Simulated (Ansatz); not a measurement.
```
CELL_PARAMETERS angstrom
     24.50000     0.00000     0.00000
      0.00000    14.50000     0.00000
      0.00000     0.00000     5.71232
ATOMIC_POSITIONS crystal
  Se 0.22526 0.38575 0.66208
  Mo 0.24382 0.50000 0.35935
  Se 0.22526 0.61425 0.66208
  Se 0.29754 0.37652 0.15730
  Mo 0.29241 0.50000 0.85153
  Se 0.29754 0.62348 0.15730
  Se 0.36226 0.38919 0.66580
  Mo 0.36326 0.50000 0.32086
  Se 0.36226 0.61081 0.66580
  Se 0.43242 0.38466 0.16584
  Mo 0.43296 0.50000 0.83278
  Se 0.43242 0.61534 0.16584
  Se 0.50000 0.38376 0.66624
  Mo 0.50000 0.50000 0.33439
  Se 0.50000 0.61624 0.66624
  Se 0.56758 0.38466 0.16584
  Mo 0.56704 0.50000 0.83278
  Se 0.56758 0.61534 0.16584
  Se 0.63774 0.38919 0.66580
  Mo 0.63674 0.50000 0.32086
  Se 0.63774 0.61081 0.66580
  Se 0.70246 0.37652 0.15730
  Mo 0.70759 0.50000 0.85153
  Se 0.70246 0.62348 0.15730
  Se 0.77474 0.38575 0.66208
  Mo 0.75618 0.50000 0.35935
  Se 0.77474 0.61425 0.66208
```

Method: PBE (plane waves to 420 eV, PAW; Ansatz, a first-principles code). Mesh 1×1×6. No spin polarisation, so a magnetic state wasn't tested. It repeats along c; a and b span vacuum. A hypothetical model, cut from the flat sheet. It keeps the symmetry and period of its start, so it need not be a minimum against all distortions. Values not marked SOC lack spin–orbit coupling.

Question: Tabulate the two highest filled and two lowest empty levels along the axis, from the valence top.

Answer: 
```
k (2π/c)  v2 (eV)  v1 (eV)  c1 (eV)  c2 (eV)
--------  -------  -------  -------  -------
0.000       -0.13     0.00     0.41     0.45
0.042       -0.13     0.00     0.42     0.46
0.083       -0.14    -0.01     0.45     0.48
0.125       -0.15    -0.02     0.49     0.51
0.167       -0.13    -0.04     0.49     0.52
0.208       -0.10    -0.06     0.48     0.50
0.250       -0.08    -0.07     0.46     0.49
0.292       -0.09    -0.06     0.45     0.48
0.333       -0.08    -0.05     0.45     0.47
0.375       -0.06    -0.05     0.45     0.47
0.417       -0.04    -0.04     0.45     0.46
0.458       -0.04    -0.04     0.46     0.46
0.500       -0.04    -0.03     0.46     0.46
```
